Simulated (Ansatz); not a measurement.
## Stishovite (SiO2)

The numbers are results of PBE-D3(BJ) (PAW; Ansatz, a quantum-chemistry and plane-wave program), not measurements.

Numerical settings: plane-wave cutoff 520 eV, 8×8×12 k mesh (along the axes of the cell as run), Fermi–Dirac smearing 0.01 eV, scalar-relativistic PAW data made under PBE.

Cell (relaxed at this level):

```
O2Si
1.0
    4.20439     0.00000     0.00000
    0.00000     4.20439     0.00000
    0.00000     0.00000     2.68240
Si O
2 4
Cartesian
  0.00000   0.00000   0.00000
  2.10219   2.10219   1.34120
  1.28711   1.28711   0.00000
  3.38930   0.81508   1.34120
  0.81508   3.38930   1.34120
  2.91728   2.91728   0.00000
```

```yaml
bulk modulus B0: 277 GPa
band_gap: 5.30 eV (direct)
pressure derivative B′ of the bulk modulus: 5.5
```

Measured, for comparison: bulk modulus 310 ± 1 GPa (300 K, not corrected to a static lattice; as tabulated in arXiv:1001.2066). Computed (rounded) less measured: bulk modulus -11 %.

Note: the bulk modulus comes from volumes at which shape and atoms were relaxed.

The computed numbers hold no vibrational or temperature effects.

Cost on a shared machine: around 4 core-minutes (rough).
